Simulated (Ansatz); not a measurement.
Structures of equal composition on the (100) surface of rock-salt TiC: Sc on all Ti sites of the second plane; Sc on all Ti sites of the top plane. The slabs share one bottom face, and each structure is named by its start. These are constructed structures in small cells; real faces may alloy, dewet or reconstruct in larger ones, and not all known structures of the face are among them. Slabs of about 13 Å, Fermi-Dirac smearing of 0.1 eV. Bottom of the slabs: a bare face, its two planes held. Relaxed from the named starts with such symmetry as they have, on meshes of like density; energies extrapolated to zero smearing; spin only where a row says so; no spin-orbit coupling, no U. Brackets mark spin-polarised runs, whose order is one that fits the cell.

All values below come from PBE (plane waves to 420 eV, PAW; Ansatz, a first-principles code).

### Question
Order them by energy per 1x1 cell (lowest first) at the level PBE.

### Answer
Sc on all Ti sites of the top plane (0.000 eV), Sc on all Ti sites of the second plane (0.396 eV)
